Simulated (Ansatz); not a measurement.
Tb5Ge3 (P6₃/mcm, No. 193), treated with r²SCAN+rVV10 (plane waves, PAW; Ansatz, a quantum-chemistry and plane-wave program).

Numerical settings: plane-wave cutoff 500 eV, 6×6×6 k mesh, Fermi–Dirac smearing 0.05 eV, spin-polarised start, scalar-relativistic PAW data made under PBE.

Computed at the level's own relaxed cell.

Question: Estimate the volume per atom, equilibrium lattice constant a and lattice parameter c that the calculation returns.

Answer: 
* **volume per atom**: 24.99 Å³/atom
* **equilibrium lattice constant a**: 8.494 Å
* **lattice parameter c**: 6.400 Å

Note: the magnetic order was assumed, not searched for or taken from measurement; the 4f shell is treated without U or exact exchange, so its levels and filling can be wrong.

Spin–orbit coupling is not included.

Static lattice: no zero-point or thermal effects.
